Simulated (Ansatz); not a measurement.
Data:

```yaml
crystal:
  lattice:
    - [0.00000, 2.86516, 2.86516]
    - [2.86516, 0.00000, 2.86516]
    - [2.86516, 2.86516, 0.00000]
  atoms:
    - { symbol: Al, position: [0.00000, 0.00000, 0.00000] }
    - { symbol: As, position: [0.75000, 0.75000, 0.75000] }
```

Method: PBEsol with spin-orbit coupling, rigid bands (plane waves, PAW; Ansatz, a program for electronic structure). Condition of this run: hydrostatic pressure -2 GPa (the target of the relaxation). How the cell was made: cell and atoms relaxed with PBEsol, then loaded as said.

**Question.** Predict the electron conductivity mass (n e² τ/σ) at 300 K, by direction if it differs.

**Answer.** 0.33 mₑ.

**Question.** What conductivity effective mass do dilute holes have at 300 K?

**Answer.** 0.60 mₑ.

**Question.** And the band gap?

**Answer.** 1.30 eV at this level; semilocal functionals usually fall short of the measured gap.

Rigid bands, one relaxation time for all states, no polarons.
